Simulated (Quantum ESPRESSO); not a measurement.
**One base run on HfMg14Bi (P-6m2, 16 atoms in the cell) and variants with one or two settings moved**

```xyz
16
Lattice="6.4733 0.0000 0.0000 -3.2366 5.6060 0.0000 0.0000 0.0000 10.6312" Properties=species:S:1:pos:R:3 pbc="T T T"
Mg     4.8434     2.7963     0.0000
Mg     3.2366     0.0134     0.0000
Mg     1.6299     2.7963     0.0000
Mg    -1.5995     2.8139     5.3156
Mg     0.0000     5.5843     5.3156
Mg     1.5995     2.8139     5.3156
Mg    -1.6408     4.6847     2.7202
Mg     1.6408     4.6847     7.9110
Mg     0.0000     1.8427     2.7202
Mg    -1.6408     4.6847     7.9110
Mg     1.6408     4.6847     2.7202
Mg     0.0000     1.8427     7.9110
Mg     3.2367     1.8687     2.7011
Mg     3.2367     1.8687     7.9302
Hf     0.0000     0.0000     5.3156
Bi     0.0000     0.0000     0.0000
```

Base run A: LDA (PW92), PseudoDojo standard norm-conserving (LDA) pseudopotentials in Quantum ESPRESSO 7.5, self-consistent single point.

Its settings: ecutwfc = 85 Ry; occupations = smearing; smearing = marzari-vanderbilt; degauss = 0.0073499 Ry; potentials = {Mg: Mg.upf, Hf: Hf.upf, Bi: Bi.upf}; K_POINTS = automatic 3 3 2 0 0 0; conv_thr = 1e-10 Ry; mixing_beta = 0.3.

The starting cell comes from a database of computed structures (which also holds hypothetical and non-ambient phases and stackings), without a prior relaxation at this level. Its lattice was rescaled by a random factor within 2.5 % of one. In the base run, with a pressure of about -4 GPa the cell is away from its equilibrium volume at this level.

ΔF is the free energy per atom less that of run A. 

Runs:
- B: smearing: marzari-vanderbilt → gaussian; degauss: 0.0073499 Ry → 0.0036749 Ry
- C: ecutrho: default → 425 Ry
- D: lattice scaled by 1.015
- E: conv_thr: 1e-10 Ry → 7.3e-14 Ry
- F: startingwfc: default → random

| run | ΔF (meV/atom) | pressure (GPa) | largest force (eV/Å) |
|---|---|---|---|
| A | 0.00 | -4.03 | 0.258 |
| B | -0.27 | -4.03 | 0.239 |
| C | 0.00 | -4.03 | 0.258 |
| D | 31.9 | -5.22 | 0.288 |
| E | 0.00 | -4.03 | 0.258 |
| F | 0.00 | -4.03 | 0.258 |

Run B against A: The free energy hardly moves (within 1 meV/atom), the pressure stays at -4.03 GPa and the largest force goes from 0.258 to 0.239 eV/Å.

Run D against A: The free energy goes up by 31.9 meV/atom, the pressure goes from -4.03 to -5.22 GPa and the largest force goes from 0.258 to 0.288 eV/Å.
